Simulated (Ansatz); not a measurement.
Functionals compared on a constructed model of the (0001) surface of hcp Os, a pseudomorphic layer of Si in the host's stacking (bottom of the slab: a bare face, its two planes held), in Ansatz (plane waves, PAW). The structure was relaxed with PBE; the other rows are single points on it. Cutoff 420 eV (500 eV for r2SCAN).

Slab: 7 atoms, 13.0 Å thick at the start; k 16x16x1, smearing 0.1 eV, dipole-corrected; 2 atoms held, the rest relaxed; symmetry of the start imposed; no spin, no spin-orbit, no U. It is one candidate, not shown to be the stable structure of the face. These notes are the PBE run's.

```tsv
functional	work function of the top face (eV)	rough cost of the single point
PBE	5.20	–
RPBE	(withheld)	roughly 29 core-seconds
r2SCAN	5.33	around 50 core-seconds (rough)
```

### Question
What belongs in the gaps?

### Answer

- RPBE, work function of the top face (eV): 5.13

Ansatz is a first-principles code.
